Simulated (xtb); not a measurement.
xtb 6.7.1, GFN2-xTB: W(O)(Cl)3(OMe) (C[O][W](=[O])([Cl])([Cl])[Cl]), 10 atoms. The geometry is a generated start, not checked to be a minimum at this level.

```
Quantity                                                                                                       Result
------------------------  -------------------------------------------------------------------------------------------
method                                                                                                       GFN2-xTB
--acc                                                                                                     1 (default)
--etemp (K)                                                                                             300 (default)
detailed input (--input)  none: ANC optimiser, Lindh (1995) Hessian, microcycle=20, maxdispl=1.0, hlow=0.01 (default)
basis functions                                                                                                    55
valence electrons                                                                                                  46
```

```xyz
10

W     -0.2048     1.1271     0.4605
O      1.4340     1.2907     0.7495
Cl    -1.2138     2.7394     1.6373
Cl    -0.6257     2.4163    -1.4060
Cl    -0.8035    -0.2824     2.2043
O     -0.3790    -0.3064    -0.5922
C      0.3149    -1.5141    -0.7433
H     -0.0298    -2.2078     0.0404
H      0.1160    -1.9487    -1.7294
H      1.3918    -1.3143    -0.6211
```

Charge 0 and multiplicity 1 are set for this test and not shown to be the ground state.

The structure is relaxed from this start with --opt LEVEL for the levels crude, sloppy, loose, lax, normal, tight, vtight, extreme, once each. Up to the end of the extreme run atoms move by at most 0.46 Å along an axis.

Question: Choose the cheapest level whose final energy lies within 5 meV of that of extreme.

Answer: normal: 16 cycles against 34, ending 0.56 meV above.

| level | cycles | energy above the extreme run (meV) | gradient norm (eV/Å) |
|---|---|---|---|
| crude | 1 | 8.5 | 0.056 |
| sloppy | 1 | 8.5 | 0.056 |
| loose | 1 | 8.5 | 0.056 |
| lax | 1 | 8.5 | 0.056 |
| normal | 16 | 0.56 | 0.040 |
| tight | 26 | 0.10 | 0.019 |
| vtight | 34 | under 0.01 | 0.0017 |
| extreme | 34 | — | 0.0017 |
